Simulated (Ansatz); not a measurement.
The reference is CdS in the wurtzite structure (space group P6_3mc, No. 186; a = 4.196 Å, c = 6.829 Å).

Levels (all Ansatz, a quantum-chemistry and plane-wave program, PAW): PBE (420 eV, spin-orbit coupling left out); r2SCAN (500 eV, no spin-orbit coupling).

Levels that relaxed their own cell: PBE and r2SCAN.

| level | lattice parameter a | lattice parameter c |
|---|---|---|
| PBE | 4.196 Å | 6.829 Å |
| r2SCAN | 4.163 Å | 6.768 Å |

Measured: lattice parameter a 4.136 Å (temperature not stated; as listed in Ankan Biswas, S.R. Meher, Deepak K. Kaushik, Journal of Physics Conference Series (2022)); lattice parameter c 6.714 Å (temperature not stated; as listed in Ankan Biswas, S.R. Meher, Deepak K. Kaushik, Journal of Physics Conference Series (2022)).

Computed minus measured — lattice parameter a: PBE +1.5 %, r2SCAN +0.7 % (closest: r2SCAN); lattice parameter c: PBE +1.7 %, r2SCAN +0.8 % (closest: r2SCAN). Measured values not marked as corrected hold thermal and zero-point effects that the static-lattice runs lack.

Whether these cells are dynamically stable was not tested.
